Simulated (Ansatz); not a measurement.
Start from Ge in the diamond structure (space group Fd-3m, No. 227; a = 5.6744 Å). Axes: x, y, z lie along the cube axes.

Method: r2SCAN (Ansatz, an electronic-structure program), without spin-orbit coupling.

Strains are applied to the cell and any free atomic positions relax.

One change was made to it. Results:

```tsv
quantity	base	after
band gap	0.36 eV	0.39 eV
energy relative to the base (free energy F)	0 meV/atom	+3.7 meV/atom
pressure (mean of the normal stresses, compression positive)	0.01 GPa	1.52 GPa
```

Question: Which change produced these results?
A) uniaxial strain ε_zz = −2.50 %
B) uniaxial strain ε_zz = −3.00 %
C) uniaxial strain ε_zz = −0.50 %
D) uniaxial strain ε_zz = −2.00 %
E) uniaxial strain ε_zz = −1.00 %

Answer: D, uniaxial strain ε_zz = −2.00 %. For comparison, the energy relative to the base in the other runs: uniaxial strain ε_zz = −2.50 % gives +5.8 meV/atom; uniaxial strain ε_zz = −1.00 % gives +0.9 meV/atom; uniaxial strain ε_zz = −3.00 % gives +8.4 meV/atom; uniaxial strain ε_zz = −0.50 % gives +0.2 meV/atom.

Gaps are Kohn–Sham eigenvalue differences; semilocal functionals usually give less than the measured gap. No phonon test of stability was made.
